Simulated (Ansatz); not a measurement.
The reference is BaTiO3 in the cubic perovskite structure (space group Pm-3m, No. 221; a = 3.970 Å). Axes: x, y, z lie along the cube axes.

Structures relaxed with Kohn–Sham DFT with the PBEsol functional, run in Ansatz (an electronic-structure program) with PAW and 420 eV plane waves, scalar-relativistic without spin-orbit coupling.

Base:

Simulated powder pattern, Cu Kα, λ = 1.54184 Å (kinematic, ideal powder, no thermal factors, no anomalous dispersion; the 14 strongest lines at most, above 2 %, up to 2θ = 90°):

| 2θ (°) | I/Imax (%) | hkl |
|---|---|---|
| 22.40 | 19 | (100) |
| 31.88 | 100 | (110) |
| 39.31 | 25 | (111) |
| 45.71 | 35 | (200) |
| 51.47 | 10.0 | (210) |
| 56.81 | 38 | (211) |
| 66.63 | 20 | (220) |
| 71.26 | 5.4 | (221) |
| 75.77 | 16 | (310) |
| 80.19 | 8.2 | (311) |
| 84.55 | 6.8 | (222) |
| 88.88 | 2.8 | (320) |

After one change:

Simulated powder pattern, Cu Kα, λ = 1.54184 Å (kinematic, ideal powder, no thermal factors, no anomalous dispersion; the 14 strongest lines at most, above 2 %, up to 2θ = 90°):

```
2θ (°)  I/Imax (%)
------  ----------
22.40           29
31.56           26
31.88          100
32.21           24
39.04           19
39.59           19
45.71           52
51.48         10.0
56.40           19
56.60          9.6
57.02          9.4
57.23           19
66.64           20
75.78           16
```

Task: Which change produced these results?
A. tensor shear ε_xy = +0.33 %
B. tensor shear ε_xy = +2.00 %
C. tensor shear ε_xy = +0.67 %
D. tensor shear ε_xy = +1.00 %

Result: D, tensor shear ε_xy = +1.00 %. Its volume per atom is 12.51 Å³ against 12.51 Å³, and its space group is Cmmm (No. 65).

The cells carry an imposed strain or load. Whether these cells are dynamically stable was not tested. All final runs are without spin polarisation. Many cubic perovskites are stable only at high temperature; tilts and polar distortions were not tested. This is not the structure that BaTiO3 has at room temperature and ambient pressure.
